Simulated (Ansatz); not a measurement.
# What Cs → K does to Cs

Start from Cs in the bcc (W type) structure (space group Im-3m, No. 229; a = 6.2746 Å).

Modification: every Cs is replaced by K, then cell and atoms are relaxed.

Calculations: r2SCAN/PAW in Ansatz (a program for electronic structure), no spin-orbit coupling, earlier PAW set. k-mesh 12×12×12 (Γ-centred); smearing 0.05 eV (Fermi–Dirac), for the changed cell.

The lattice parameter a shrinks by 0.9211 Å (6.275 Å → 5.353 Å) and the space group stays Im-3m (No. 229). The band gap remains zero.

Final structure:

```xyz
1
Lattice="-2.6767 2.6767 2.6767 2.6767 -2.6767 2.6767 2.6767 2.6767 -2.6767" Properties=species:S:1:pos:R:3 pbc="T T T"
K      0.0000     0.0000     0.0000
```

No phonon test of stability was made. The final runs are not spin-polarised.
